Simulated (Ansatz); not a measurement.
The starting structures come from a database of crystals and need not be the phases stable at ambient conditions.

By PBEsol, the system below comes out a metal.

A figure of merit of an interconnect metal is its ballistic conductance per area.

Input:

```
CELL_PARAMETERS angstrom
      3.92590     0.00000     0.00000
      0.00000     5.45744     0.00000
      0.00000     0.00000     7.37608
ATOMIC_POSITIONS crystal
  Si 0.75000 0.27675 0.89374
  Si 0.25000 0.72325 0.10626
  Si 0.25000 0.22325 0.39374
  Si 0.75000 0.77675 0.60626
  Rh 0.25000 0.52696 0.80362
  Rh 0.75000 0.47304 0.19638
  Rh 0.75000 0.97304 0.30362
  Rh 0.25000 0.02696 0.69638
  Rh 0.75000 0.84095 0.93008
  Rh 0.25000 0.15905 0.06992
  Rh 0.25000 0.65905 0.43008
  Rh 0.75000 0.34095 0.56992
```

The cell is taken as given; by PBEsol it stands under a pressure of -3.4 GPa.

The current flows along the normal of the first two printed cell vectors. No spin-orbit coupling; the value is a mean over 0.1 eV about the Fermi level.

Question: Predict the ballistic conductance per area from Ansatz (a quantum-chemistry and plane-wave program) with PBEsol.

Answer: 0.58 × 10¹⁵ S/m² for both spins.
